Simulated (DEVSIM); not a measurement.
Device: W/Si3N4/SiO2/p-Si capacitor, at 400 K.

```tsv
layer (left to right)	material	thickness (nm)	Na (cm⁻³)
1	Si3N4	29.0	-
2	SiO2	0.940	-
3	Si	18000	1e15
```

Metal gate on the left, work function 4.6 eV. Fixed charge at the semiconductor interface -2.4e10 cm⁻² (in units of +e); no interface traps.

The device is made up for the run: typed textbook-type constants, with dimensions and the other settings drawn at random. Values at 300 K; Nc and Nv go as T^1.5, mobilities as T to minus their exponent, the gap by Varshni's rule with the affinity fixed.

| parameter | Si3N4 | SiO2 | Si |
|---|---|---|---|
| gap (eV) | 5.1 | 9 | 1.124 |
| affinity (eV) | 2.1 | 0.9 | 4.05 |
| permittivity | 7.5 | 3.9 | 11.7 |
| Nc (cm⁻³) | - | - | 2.86e19 |
| Nv (cm⁻³) | - | - | 3.1e19 |
| Varshni α (eV/K) | - | - | 0.000473 |
| Varshni β (K) | - | - | 636 |

Simulated with DEVSIM: 1D Poisson equation in equilibrium, Boltzmann statistics, complete ionisation; no quantum confinement or tunnelling. Metal contacts follow the ideal Schottky-Mott rule: no Fermi-level pinning, no interface dipoles.

Task: Give the band bending (positive: bands bend down) and minority sheet density.

Result: 
```json
[
 {"Vg (V)": "-2.2", "ψs (V)": "-0.324", "minority carriers (cm⁻²)": "< 1e8"},
 {"Vg (V)": "-1.9", "ψs (V)": "-0.311", "minority carriers (cm⁻²)": "< 1e8"},
 {"Vg (V)": "-1.6", "ψs (V)": "-0.296", "minority carriers (cm⁻²)": "< 1e8"},
 {"Vg (V)": "-1.3", "ψs (V)": "-0.277", "minority carriers (cm⁻²)": "< 1e8"},
 {"Vg (V)": "-1", "ψs (V)": "-0.250", "minority carriers (cm⁻²)": "< 1e8"},
 {"Vg (V)": "-0.7", "ψs (V)": "-0.211", "minority carriers (cm⁻²)": "< 1e8"},
 {"Vg (V)": "-0.4", "ψs (V)": "-0.136", "minority carriers (cm⁻²)": "< 1e8"},
 {"Vg (V)": "-0.1", "ψs (V)": "0.045", "minority carriers (cm⁻²)": "< 1e8"},
 {"Vg (V)": "0.2", "ψs (V)": "0.312", "minority carriers (cm⁻²)": "1.1e9"},
 {"Vg (V)": "0.5", "ψs (V)": "0.507", "minority carriers (cm⁻²)": "1.3e11"},
 {"Vg (V)": "0.8", "ψs (V)": "0.576", "minority carriers (cm⁻²)": "4.4e11"},
 {"Vg (V)": "1.1", "ψs (V)": "0.612", "minority carriers (cm⁻²)": "7.9e11"},
 {"Vg (V)": "1.4", "ψs (V)": "0.637", "minority carriers (cm⁻²)": "1.2e12"},
 {"Vg (V)": "1.7", "ψs (V)": "0.655", "minority carriers (cm⁻²)": "1.5e12"},
 {"Vg (V)": "2", "ψs (V)": "0.670", "minority carriers (cm⁻²)": "1.9e12"},
 {"Vg (V)": "2.3", "ψs (V)": "0.682", "minority carriers (cm⁻²)": "2.3e12"},
 {"Vg (V)": "2.6", "ψs (V)": "0.693", "minority carriers (cm⁻²)": "2.7e12"}
]
```
